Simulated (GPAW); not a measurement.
A working GPAW input for Ge₂TeN₂ (Cmc2_1, 10 atoms in the cell) (DFT PBEsol, plane waves, GPAW PAW datasets PBEsol (made by gpaw-setup)):

```python
from ase import Atoms
from ase.units import GPa
from gpaw import GPAW

atoms = Atoms(['Ge', 'Ge', 'Ge', 'Ge', 'Te', 'Te', 'N', 'N', 'N', 'N'],
              cell=[[6.346380, -2.951240, 0.000000],
                    [6.346380, 2.951240, 0.000000],
                    [0.000000, 0.000000, 5.305350]],
              positions=[[3.894773, -0.881890, 2.021444],
                         [8.797987, 0.881890, 4.674119],
                         [8.797987, -0.881890, 2.021444],
                         [3.894773, 0.881890, 4.674119],
                         [6.346380, 1.580035, 0.051727],
                         [6.346380, -1.580035, 2.704402],
                         [3.339338, -0.672942, 3.799214],
                         [9.353422, 0.672942, 1.146539],
                         [9.353422, -0.672942, 3.799214],
                         [3.339338, 0.672942, 1.146539]],
              pbc=True)

calc = GPAW(mode={'name': 'pw', 'ecut': 900},
            xc='PBEsol',
            kpts=(5, 5, 5),
            occupations={'name': 'fermi-dirac', 'width': 0.0},
            nbands=-4,
            convergence={'density': 1e-05, 'bands': -2},
            symmetry={'symmorphic': False, 'tolerance': 0.0005},
            maxiter=100,
            txt='-')

atoms.calc = calc

energy = atoms.get_potential_energy()
print('Energy (eV):', round(energy, 6))
forces = atoms.get_forces()
print('Forces (eV/Ang):')
print(forces.round(5))
stress = atoms.get_stress()
print('Stress (GPa, Voigt):', (stress / GPa).round(4))
```

The run converged in 32 iterations: free energy E − TS (from the program's reference atoms) -60.5859 eV; top of the valence band (on the code's own zero) 5.02 eV; gap on the k-point mesh 0.65 eV; largest force (vector length) 0.148 eV/Å. Each of these slips is then made, one at a time:

(1)
```diff
+            setups={'Ge': 'd'},
```

(2)
```diff
-                         [9.353422, -0.672942, 3.799214],
-                         [3.339338, 0.672942, 1.146539]],
+                         [9.353422, -0.672942, 3.799214]],
```

### Question
What happens in each case?

### Answer

(1) A potential or basis that cannot be found. The program stopped before any SCF iteration, with the message: FileNotFoundError: Could not find required PAW dataset file "Ge.d.PBEsol"..

(2) An atom count that does not match the list of atoms. The program stopped before any SCF iteration, with the message: ValueError: Array "positions" has wrong length: 9 != 10..

The starting cell comes from a database of computed structures (which also holds hypothetical and non-ambient phases and stackings), without a prior relaxation at this level. Spin-orbit coupling is off.

Left out of this page: 3 runs of the series outside the window shown, repeating another row's setting, or not comparable.
